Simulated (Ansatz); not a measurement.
**Effect of isotropic strain −1.00 % on PbTe**

Base system: PbTe in the rock salt structure (space group Fm-3m, No. 225; a = 6.380 Å).

One thing is altered: the cell is scaled by 0.9900 in all directions; the atoms relax in the strained cell.

All numbers come from LDA, PAW, 420 eV (Ansatz, an electronic-structure program; without spin-orbit coupling). Γ-centred 9×9×9 mesh, Fermi–Dirac width 0.05 eV.

| quantity | base | changed | shift |
|---|---|---|---|
| volume per atom | 32.46 Å³ | 31.49 Å³ | -0.964 Å³ |
| shortest interatomic distance | 3.190 Å | 3.158 Å | -0.032 Å |
| energy relative to the base (free energy F) | 0 meV/atom | +4.6 meV/atom | +4.6 meV/atom |
| pressure | 0.00 GPa | 1.57 GPa | +1.57 GPa |
| band gap | 0.57 eV | 0.50 eV | -0.07 eV |
| gap character | direct at L | direct at L | – |
| mean gap deformation potential ΔEg/Δln V | – | +2.3 eV | – |
| width of the top valence band | 3.01 eV | 3.21 eV | +0.20 eV |
| electron mass | 0.24 mₑ along k, 0.095 mₑ across (at L) | 0.21 mₑ along k, 0.094 mₑ across (at L) | – |
| hole mass | 0.33 mₑ along k, 0.065 mₑ across (at L) | 0.29 mₑ along k, 0.057 mₑ across (at L) | – |
| valley order (the lowest conduction-band minima on the path, energy above the VBM, named in the base's zone) | L along ⟨111⟩ 0.57 eV; a point along ⟨110⟩, about 0.6 Å⁻¹ from Γ 1.18 eV; a point along ⟨100⟩, about 0.4 Å⁻¹ from Γ 1.70 eV | L along ⟨111⟩ 0.50 eV; a point along ⟨110⟩, about 0.5 Å⁻¹ from Γ 1.15 eV; a point along ⟨100⟩, about 0.3 Å⁻¹ from Γ 1.67 eV | – |

Final structure:

```
CELL_PARAMETERS angstrom
      0.00000     3.15790     3.15790
      3.15790     0.00000     3.15790
      3.15790     3.15790     0.00000
ATOMIC_POSITIONS crystal
  Te 0.50000 0.50000 0.50000
  Pb 0.00000 0.00000 0.00000
```

Spin-orbit coupling, missing from the scalar runs, can matter with Pb and Te. Effective masses come from finite differences of ±0.01 Å⁻¹. Along k means along the line from Γ to the band edge. Whether these cells are dynamically stable was not tested.
